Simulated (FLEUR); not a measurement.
Band structure of In3Ga (Fm-3m, 4 atoms in the cell).

```
In3Ga
1.0
    0.00000     3.66564     3.66564
    3.66564     0.00000     3.66564
    3.66564     3.66564     0.00000
In Ga
3 1
Direct
  0.25000   0.25000   0.25000
  0.75000   0.75000   0.75000
  0.50000   0.50000   0.50000
  0.00000   0.00000   0.00000
```

Method: PBEsol, all-electron FLAPW (FLEUR), scalar-relativistic valence.

Settings: Kmax = 3.8 1/bohr; GmaxXC = 15.2 1/bohr; xcFunctional = PBEs; jspins = 1; l_soc = F; mode = hist; fermiSmearingEnergy = 0.00367493 Htr; mesh (inpgen div1-3) = 10 10 10; inpgen gamma flag = true; Gmax = 15.2 1/bohr; numbands = 0; maxIterBroyd = 25; imix = Anderson; alpha = 0.05.

The starting cell comes from a database of computed structures (which also holds hypothetical and non-ambient phases and stackings), without a prior relaxation at this level. Values depend on the basis (sphere radii, cutoffs, local orbitals), which need not be converged.

Levels in eV from the Fermi level, bands 23 to 30:
```csv
point,23,24,25,26,27,28,29,30
Γ,-1.92,0.15,0.15,0.15,0.18,0.18,0.18,1.12
X,-4.21,-3.80,-3.20,-3.20,4.51,4.51,4.72,4.90
W,-5.84,-5.84,-0.15,0.23,0.31,0.31,4.97,4.97
K,-6.23,-3.70,-2.78,-0.18,2.04,2.40,3.17,3.48
L,-2.80,-2.10,-0.76,-0.76,-0.74,-0.74,3.42,3.53
U,-6.23,-3.70,-2.78,-0.18,2.04,2.40,3.17,3.48
```
